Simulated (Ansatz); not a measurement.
# One base run on KLuO₂ (P1, 4 atoms in the cell) and variants with one or two settings moved

```
CELL_PARAMETERS angstrom
      1.67375     0.96634     6.16105
     -1.67375     0.96634     6.16105
      0.00000    -1.93267     6.16105
ATOMIC_POSITIONS crystal
  K  0.99168 0.00678 0.00280
  Lu 0.49957 0.49837 0.50287
  O  0.22589 0.22166 0.23505
  O  0.78285 0.77319 0.75928
```

Base run A: HSE06 in Ansatz (a quantum-chemistry and plane-wave program), self-consistent single point.

Its settings: basis.ecutwfc = 420 eV; kpoints.mp_grid.grid = 4 4 4; kpoints.mp_grid.shift = 0.5 0.5 0.5; hamiltonian.xc = hse06; hamiltonian.pseudopotentials = {kind: paw}, with the files named one by one; scf.occupations.method = fixed.

The starting cell comes from a database of computed structures (which also holds hypothetical and non-ambient phases and stackings), without a prior relaxation at this level. Its atoms were displaced at random from the sites of space group no. 166. Spin-orbit coupling is off. In the base run, with a pressure of about 4 GPa the cell is away from its equilibrium volume at this level. Ansatz's pressure includes its estimate of the finite-basis (Pulay) stress. The shifted mesh does not hold Γ, so a gap read on it misses any band edge there.

ΔF is the free energy per atom less that of run A. A dash stands where there is no value to compare (another energy zero or no entropy term, no result, no spin, no clean gap, or a mesh too coarse for one). Absolute energies have different zeros for different potentials, functionals, Hubbard and dispersion terms and are not compared across them.

Run A gave: pressure (GPa) 3.60; largest force (eV/Å) 0.354; gap on the mesh (eV) 5.619; k-points 32.

Runs:
- B: hamiltonian.xc: hse06 → pbesol; hamiltonian.pseudopotentials: {kind: paw}, with the files named one by one → {kind: paw} (the program's default PAW files) [PBEsol]
- C: hamiltonian.xc: hse06 → pbe0 [PBE0]
- D: kpoints.mp_grid.grid: 4 4 4 → 2 2 2
- E: kpoints.mp_grid.grid: 4 4 4 → 3 3 3
- F: kpoints.mp_grid.grid: 4 4 4 → 5 5 5; kpoints.mp_grid.shift: 0.5 0.5 0.5 → default
- G: scf.convergence.dr2_threshold: default (1e-07 eV) → 1e-06 eV
- H: scf.mixing.algorithm: default (the program chose MSR1) → msr1; scf.mixing.ndim: default → 2
- I: scf.mixing.algorithm: default (the program chose MSR1) → anderson; scf.mixing.beta: default → 0.5

Problem. What does run E change against A?

Solution. The free energy rises by 6.8 meV/atom, the pressure goes from 3.60 to 3.71 GPa, the largest force hardly changes (0.354 to 0.353 eV/Å) and the gap on the mesh goes from 5.619 to 5.783 eV.

Problem. What does run C change against A?

Solution. The pressure moves little (3.60 to 3.58 GPa), the largest force hardly changes (0.354 to 0.360 eV/Å) and the gap on the mesh goes from 5.619 to 6.369 eV.

Problem. What does run D change against A?

Solution. The free energy rises by 59.7 meV/atom, the pressure goes from 3.60 to 4.36 GPa, the largest force goes from 0.354 to 0.334 eV/Å and the gap on the mesh goes from 5.619 to 5.920 eV.

```tsv
run	ΔF (meV/atom)	pressure (GPa)	largest force (eV/Å)	gap on the mesh (eV)	k-points
A	0.00	3.60	0.354	5.619	32
B	–	0.82	0.304	3.711	32
C	–	3.58	0.360	6.369	32
D	59.7	4.36	0.334	5.920	4
E	6.8	3.71	0.353	5.783	14
F	-1.31	3.58	0.352	5.526	63
G	0.00	3.60	0.354	5.619	32
H	0.00	3.60	0.354	5.619	32
I	0.00	3.60	0.354	5.619	32
```

Keys are those of Ansatz 0.2.
